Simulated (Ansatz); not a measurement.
Take BN in the zinc blende structure (space group F-43m, No. 216; a = 3.610 Å) as the base. Axes: x, y, z lie along the cube axes.

All numbers come from r2SCAN/PAW in Ansatz (a program for electronic structure), no SOC.

Now apply this change: the cell is stretched by 2.00 % along z with no lateral relaxation; the atoms relax in the strained cell.

Predict the stress tensor and what it implies for the stiffness.

Stress of the strained cell less that of the base (GPa, compression positive):
```
  -3.17    0.00    0.00
   0.00   -3.17    0.00
   0.00    0.00  -16.11
```

Then −Δσ_ii/ε with ε = 0.0200 gives secant stiffness values (nonlinear terms included at this strain): C33 ≈ 806 GPa, C13 ≈ 159 GPa and C23 ≈ 159 GPa.

As a check, the harmonic strain energy −½ V₀ Δσ:ε is 5.9 meV/atom; the computed energy rise is 6.0 meV/atom.

Stability against distortions was not tested.
